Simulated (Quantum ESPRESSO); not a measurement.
Quantum ESPRESSO is run on TiNbB₂ (Amm2, 4 atoms in the cell), and the run fails. The aim is a self-consistent single point with DFT, PBEsol, plane waves, SSSP 1.1.2 efficiency (PBE) pseudopotentials.

Cell that was meant: a = 3.1005 Å, b = 4.6351 Å, c = 4.6351 Å, α = 41.66°, β = 90.00°, γ = 90.00°.

Part of the input:

```fortran
&SYSTEM
 ibrav = 0,
 nat = 4,
 ntyp = 4,
 ecutwfc = 50,
 ecutrho = 400,
 occupations = 'smearing',
```

Output (repeated stretches shortened):

```
     This program is part of the open-source Quantum ESPRESSO suite
     for quantum simulation of materials; please cite

 %%%%%%%%%%%%%%%%%%%%%%%%%%%%%%%%%%%%%%%%%%%%%%%%%%%%%%%%%%%%%%%%%%%%%%%%%%%%%%
     Error in routine  card_atomic_species (5010):
     cannot read atomic specie from: CELL_PARAMETERS {angstrom}
 %%%%%%%%%%%%%%%%%%%%%%%%%%%%%%%%%%%%%%%%%%%%%%%%%%%%%%%%%%%%%%%%%%%%%%%%%%%%%%

     stopping ...
```

Problem. From the messages shown, name the fault and mend the input.

Solution. The fault is a species count that does not match the list of species. The number of species decides how many lines of the species card are read. To fix it, make the count match the list. The program stopped before any SCF iteration.

An input that runs soundly differs in these lines (not the only fix; some lines may just follow from the change or write a value another way):
```diff
- ntyp = 4,
+ ntyp = 3,
```

With that input, the run converged in 21 iterations: free energy E − TS -6287.7487 eV; Fermi level (on the code's own zero) 15.59 eV; pressure -6.32 GPa; largest force (vector length) 0.149 eV/Å (DFT, PBEsol, plane waves, SSSP 1.1.2 efficiency (PBE) pseudopotentials).

On the sound input: the starting cell comes from a database of computed structures (which also holds hypothetical and non-ambient phases and stackings), without a prior relaxation at this level. Spin polarisation is off. With a pressure of about -6 GPa the cell is away from its equilibrium volume at this level.
